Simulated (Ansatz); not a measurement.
Start from BN in the zinc blende structure (space group F-43m, No. 216; a = 3.6051 Å). Axes: x, y, z lie along the cube axes.

Levels (all Ansatz, an electronic-structure program, PAW, earlier PAW set): PBEsol (420 eV, no spin-orbit coupling); HSE06 (420 eV, no spin-orbit coupling).

Its gap is 4.29 eV with PBEsol and 5.79 eV with HSE06.

One thing is altered: tensile biaxial strain of 4.34 % in the plane normal to [111], as in epitaxy on a mismatched substrate; the out-of-plane cell vector and the atoms relax.

With PBEsol the gap becomes 4.07 eV.

Task: If the HSE06 correction stayed the same, what would the HSE06 gap be, and what does the HSE06 run give?

Result: A rigid correction of +1.50 eV gives 5.57 eV. The HSE06 run gives 5.57 eV, so the two effects roughly add.

Single points use the geometry relaxed with PBEsol. HSE06 gaps are upper bounds (no full band path). Whether these cells are dynamically stable was not tested.
